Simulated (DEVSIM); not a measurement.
System: Si p+/n-/n+ power diode, at 300 K.

```tsv
layer (left to right)	material	thickness (μm)	Nd (cm⁻³)	Na (cm⁻³)	τn (s)	τp (s)
1	Si	0.870	-	3.9e18	3.4e-6	3.4e-6
2	Si	44.0	5.4e15	-	3.4e-6	3.4e-6
3	Si	4.90	1.3e18	-	3.4e-6	3.4e-6
```

Left contact: ohmic. Right contact: ohmic. Voltage is applied to the left contact. Recombination: SRH at mid-gap, Auger. Gap narrowing is on: ΔEg = 6.92 meV × (l + √(l² + 0.5)), l = ln(N/1.3e17 cm⁻³), shared equally by both band edges. Mobility is μmin + (μ − μmin)/(1 + (N/Nref)^α).

This is a model device: material constants are rounded textbook-type values typed into the input, and sizes, dopings and lifetimes were drawn at random. Values at 300 K; Nc and Nv go as T^1.5, mobilities as T to minus their exponent, the gap by Varshni's rule with the affinity fixed.

| parameter | Si |
|---|---|
| gap (eV) | 1.124 |
| affinity (eV) | 4.05 |
| permittivity | 11.7 |
| Nc (cm⁻³) | 2.86e19 |
| Nv (cm⁻³) | 3.1e19 |
| μn (cm²/Vs) | 1417 |
| μp (cm²/Vs) | 470 |
| μn,min | 52 |
| μp,min | 45 |
| Nref,n | 9.7e16 |
| Nref,p | 2.2e17 |
| αn | 0.68 |
| αp | 0.72 |
| T exponent of μn | 2.3 |
| T exponent of μp | 2.2 |
| Cn (cm⁶/s) | 2.8e-31 |
| Cp (cm⁶/s) | 9.9e-32 |
| Varshni α (eV/K) | 0.000473 |
| Varshni β (K) | 636 |

Model (solved in DEVSIM): 1D drift-diffusion, Boltzmann statistics, complete ionisation; no tunnelling, impact ionisation, image-force lowering or self-heating.

Base results: dark forward voltage at 100 A/cm² (V) 0.839; dark forward voltage at 1 A/cm² (V) 0.684; potential step across the device at zero bias (V) 0.950.

Task: What follows from this one change: doping Nd of layer 3 1.3e+18 → 3.9e+17 cm^-3?

Result: dark forward voltage at 100 A/cm² little changed (0.837 V); dark forward voltage at 1 A/cm² little changed (0.680 V); potential step across the device at zero bias 0.950 → 0.927 V.

Task: What follows from this one change: temperature 300 → 400 K?

Result: dark forward voltage at 100 A/cm² 0.839 → 0.707 V; dark forward voltage at 1 A/cm² 0.684 → 0.492 V; potential step across the device at zero bias 0.950 → 0.849 V.

Task: What follows from this one change: minority lifetime in layer 2 3.4e-06 → 0.0001 s?

Result: dark forward voltage at 100 A/cm² little changed (0.840 V); dark forward voltage at 1 A/cm² 0.684 → 0.700 V; potential step across the device at zero bias little changed (0.950 V).

Task: What follows from this one change: constant mobility in place of the doping-dependent one?

Result: dark forward voltage at 100 A/cm² 0.839 → 0.811 V; dark forward voltage at 1 A/cm² 0.684 → 0.645 V; potential step across the device at zero bias little changed (0.950 V).
